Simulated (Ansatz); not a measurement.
Here is the system:

End structure of the (320) surface of fcc Ir in its 1x1 cell, outermost plane spacing 0.54 Å in the ideal cut:

```yaml
crystal:
  lattice:
    - [3.87098, 0.00000, 0.00000]
    - [-1.93549, 6.97851, 0.00000]
    - [0.00000, 0.00000, 26.50000]
  atoms:
    - { symbol: Ir, position: [0.19474, 0.38955, 0.31422] }
    - { symbol: Ir, position: [0.38413, 0.76828, 0.33319] }
    - { symbol: Ir, position: [0.57804, 0.15612, 0.34976] }
    - { symbol: Ir, position: [0.77214, 0.54433, 0.36612] }
    - { symbol: Ir, position: [0.96334, 0.92664, 0.38653] }
    - { symbol: Ir, position: [0.15241, 0.30482, 0.40976] }
    - { symbol: Ir, position: [0.34479, 0.68954, 0.43050] }
    - { symbol: Ir, position: [0.53660, 0.07316, 0.45019] }
    - { symbol: Ir, position: [0.72936, 0.45872, 0.47009] }
    - { symbol: Ir, position: [0.92288, 0.84579, 0.48987] }
    - { symbol: Ir, position: [0.11558, 0.23113, 0.51013] }
    - { symbol: Ir, position: [0.30911, 0.61820, 0.52991] }
    - { symbol: Ir, position: [0.50186, 0.00377, 0.54981] }
    - { symbol: Ir, position: [0.69367, 0.38738, 0.56950] }
    - { symbol: Ir, position: [0.88605, 0.77211, 0.59024] }
    - { symbol: Ir, position: [0.07512, 0.15028, 0.61347] }
    - { symbol: Ir, position: [0.26632, 0.53260, 0.63388] }
    - { symbol: Ir, position: [0.46042, 0.92080, 0.65024] }
    - { symbol: Ir, position: [0.65434, 0.30864, 0.66681] }
    - { symbol: Ir, position: [0.84372, 0.68737, 0.68578] }
```

Model: 20-atom slab, 10.2 Å thick at the start (thin: gaps and levels are the slab's own), 10x6x1 mesh, Fermi-Dirac 0.1 eV, dipole correction, single point; on the structure that PBE left under its start's symmetry; no spin, no spin-orbit, no U.

Question: Give the work function of the top face at the level r2SCAN, at the PBE geometry (Ansatz, a quantum-chemistry and plane-wave program).

Answer: 4.91 eV

Question: What surface energy (mean of both faces) does r2SCAN, at the PBE geometry give?

Answer: 3.24 J/m²
